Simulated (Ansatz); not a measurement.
Calculation: PBE (plane waves to 420 eV, PAW; Ansatz, an electronic-structure program).

Host crystal: wurtzite ZnO, with a band gap (PBE, scalar-relativistic without spin-orbit coupling).

Plane-averaged electrostatic potential energy along the normal, in eV from the Fermi level, for OH on the 1x1 (10-10) surface of wurtzite ZnO (cut with top plane O + Zn), one in a 1x1 cell, started at the site 'top Zn #2':

```
z (Å)  V (eV)
-----  ------
5.05     5.77
5.34     5.77
5.64     5.77
5.94     5.77
6.23     5.77
6.53     5.76
6.83     5.76
7.12     5.76
7.42     5.74
7.72     5.71
8.02     5.63
8.31     5.43
8.61     4.90
8.91     3.36
9.20    -0.87
9.50    -5.23
9.80    -8.23
10.09   -9.64
10.39   -8.89
10.69   -5.32
10.98   -0.57
11.28    2.68
11.58    2.48
11.88   -0.97
12.17   -4.70
12.47   -6.70
12.77   -7.35
13.06   -7.14
13.36   -5.93
13.66   -2.92
13.95    1.15
14.25    2.92
14.55    1.13
14.84   -2.81
15.14   -5.53
15.44   -6.44
15.73   -6.83
16.03   -6.43
16.33   -4.58
16.62   -0.95
16.92    2.39
17.22    2.82
17.52   -0.37
17.81   -4.04
18.11   -5.91
18.41   -7.33
18.70   -7.00
19.00   -5.25
19.30   -1.98
19.59    1.61
19.89    3.49
20.19    2.68
20.48    1.82
20.78    1.96
21.08    4.26
21.38    6.02
21.67    6.44
21.97    6.59
22.27    6.64
22.56    6.66
22.86    6.67
23.16    6.67
23.45    6.67
23.75    6.67
24.05    6.67
24.34    6.67
24.64    6.67
24.94    6.67
25.23    6.67
```

Model: 18-atom slab, 9.4 Å thick at the start under the adsorbate (thin: gaps and levels are the slab's own), 6x4x1 mesh, Fermi-Dirac 0.01 eV, dipole correction, 8 atoms held, the rest relaxed; no symmetry held; spin-polarised, ending with about 0.9 μB a cell, a value that depends on the mesh; orders that need a larger cell were not tried, no spin-orbit, no U, no dispersion correction. The slab shows no gap over 0.04 eV on its mesh. At the end it is bonded to Zn. In PBE it is, or lies within 0.03 eV of, the lowest of the starts that converged.

Problem. The surface cell has an area of 17.36 Å². What dipole along the normal does the step between the two vacuum levels imply?

Solution. the top vacuum level lies 0.91 eV above the bottom one; p = −ε₀ A ΔV (ε₀ = 0.005526 e/(V·Å)) gives -0.09 e·Å a cell.
